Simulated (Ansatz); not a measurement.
## Cu: stress against strain

Cu (fcc, Fm-3m, 10.888 Å³/atom and stress up to 0.01 GPa in the relaxed cell) under an equal strain ε in the (001) plane with the normal axis free, as in a coherent film. LDA in Ansatz, a plane-wave DFT program (PAW, default set), 420 eV, 32×32×32 Γ-centred mesh, Fermi-Dirac smearing 0.10 eV. Against the start cell, which lies near the measured one, the relaxed cell differs by -7.4 % in volume; the values below rest on it. Stress is positive for a compressed cell.

Here s stands for strain and y for stress xx.

| strain (%) | stress xx (GPa) |
|---|---|
| -1.50 | 2.88 |
| -1.00 | 1.82 |
| -0.50 | 0.87 |
| 0.00 | 0.00 |
| 0.50 | -0.77 |
| 1.00 | -1.47 |
| 1.50 | -2.07 |
| 3.00 | ? |

Using a straight line, estimate the missing y at s = 3.00 from the other rows, showing the fit.

Means: s 0, y 0.180. About the means, the sum of products is -11.535 and the sum of squares of s is 7.0000; the slope is their ratio. Least squares gives y = 0.180 - 1.6479·s. Residuals (row less fit): 0.228, -0.008, -0.134, -0.180, -0.126, -0.002, 0.222; standard error 0.183 (degrees of freedom: 5). The slope gives the biaxial elastic modulus of this plane = about 160 GPa. At the withheld row, y = 0.180 - 1.6479 × 3.0 = -4.764 GPa. The calculation gives -3.34 GPa, 1.424 GPa above the prediction (22.9 % of the range of y in the table). The row lies outside the fitted rows, so this is an extrapolation. From the scatter of the fitted rows alone, a prediction at this place has a standard error of 0.285 GPa, so the miss is 5.0 times that.

A polynomial of degree 2 through the 12 other runs of the series gives -3.32 there, so most of the miss is curvature that the fit leaves out. In a metal these values are sensitive to mesh and smearing; energies are taken to zero smearing, stresses follow the free energy. Rows are the converged runs of the series near zero and its far end; series whose fitted rows scatter by over a few per cent of the range, as at a crossing or softening among them, aren't shown in this form, nor equations of state whose B0' disagrees with the runs' pressures. Most that stay on the fit to the last digits aren't either.
